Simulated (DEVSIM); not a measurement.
System: n-channel Si planar bulk MOSFET with Al2O3, at 400 K.

| Property | Value |
|---|---|
| Gate length | 40 nm |
| Source drain length | 32 nm |
| Dielectric thickness | 3 nm |
| Lateral straggle | 1.4 nm |
| Underlap | 0 nm |
| Junction depth | 20.7 nm |
| Substrate depth | 153 nm |
| Gate work function | 4.08 eV |
| Source and drain doping | 1.9e20 cm⁻³, Gaussian tails under the gate |
| Body doping | 1.6e18 cm⁻³ |
| Lifetime | 8e-8 s |
| Supply | 0.8 V |

All mobilities are scaled by 0.3; velocity saturation, μ/(1 + (μE/vsat)^b)^(1/b) with b = 2 for electrons and 1 for holes and E the electric field along each mesh edge, is on. Mobility is μmin + (μ − μmin)/(1 + (N/Nref)^α).

Constants are typed, rounded textbook-type inputs, not results; the design itself was drawn at random and stands for no fabricated device. Values at 300 K; Nc and Nv go as T^1.5, mobilities as T to minus their exponent, the gap by Varshni's rule with the affinity fixed.

Si: gap (eV) 1.124, affinity (eV) 4.05, permittivity 11.7, Nc (cm⁻³) 2.86e19, Nv (cm⁻³) 3.1e19, μn (cm²/Vs) 1417, μp (cm²/Vs) 470, μn,min 52, μp,min 45, Nref,n 9.7e16, Nref,p 2.2e17, αn 0.68, αp 0.72, T exponent of μn 2.3, T exponent of μp 2.2, vsat,n (cm/s) 1e7, vsat,p (cm/s) 8.4e6, Varshni α (eV/K) 0.000473, Varshni β (K) 636. Al2O3: gap (eV) 6.8, affinity (eV) 1.35, permittivity 9.

Simulated with DEVSIM: 2D drift-diffusion, Boltzmann statistics, complete ionisation; no quantum confinement, tunnelling, impact ionisation, self-heating, contact resistance or fringe fields beside the gate. Metal contacts follow the ideal Schottky-Mott rule: no Fermi-level pinning, no interface dipoles.

Transfer curves, |Id| in μA/μm:

| Vg (V) | Vd = 0.05 V | Vd = 0.8 V |
|---|---|---|
| -0.24 | 0.003002 | 0.02925 |
| -0.2 | 0.006748 | 0.06217 |
| -0.16 | 0.01521 | 0.1329 |
| -0.12 | 0.03429 | 0.2844 |
| -0.08 | 0.07708 | 0.6054 |
| -0.04 | 0.1718 | 1.270 |
| 0 | 0.3765 | 2.589 |
| 0.04 | 0.7999 | 5.051 |
| 0.08 | 1.615 | 9.278 |
| 0.12 | 3.028 | 15.89 |
| 0.16 | 5.182 | 25.34 |
| 0.2 | 8.063 | 37.87 |
| 0.24 | 11.52 | 53.49 |
| 0.28 | 15.36 | 72.10 |
| 0.32 | 19.43 | 93.53 |
| 0.36 | 23.60 | 117.6 |
| 0.4 | 27.81 | 144.1 |
| 0.44 | 32.01 | 172.8 |
| 0.48 | 36.17 | 203.6 |
| 0.52 | 40.28 | 236.2 |
| 0.56 | 44.32 | 270.6 |
| 0.6 | 48.28 | 306.6 |
| 0.64 | 52.17 | 344.0 |
| 0.68 | 55.98 | 382.7 |
| 0.72 | 59.71 | 422.7 |
| 0.76 | 63.36 | 463.7 |
| 0.8 | 66.93 | 505.8 |

Question: Work out the subthreshold swing at low drain bias from the rows at -0.16 and -0.12 V, and compare it with the thermal limit.

Answer: log10(0.03429/0.01521) = 0.353 over 40.0 mV, so S = 113 mV/decade. The limit kT/q ln 10 is 79.4 mV/decade; the ratio is 1.43. This is the steepest step of the table.

Question: Find both thresholds at the constant current 0.1 μA × (1 μm/L) a micrometre, and the DIBL.

Answer: The current is 2.50 μA/μm. Interpolating ln Id gives 0.108 V and -0.002 V; their difference over the 0.75 V of drain bias is 150 mV/V.

Source and drain are degenerate, where Boltzmann statistics are only rough. The electric field that drives the saturation includes the junctions' built-in field, which lowers the mobility there even at small currents: subthreshold currents come out too low, a known weakness of this choice.
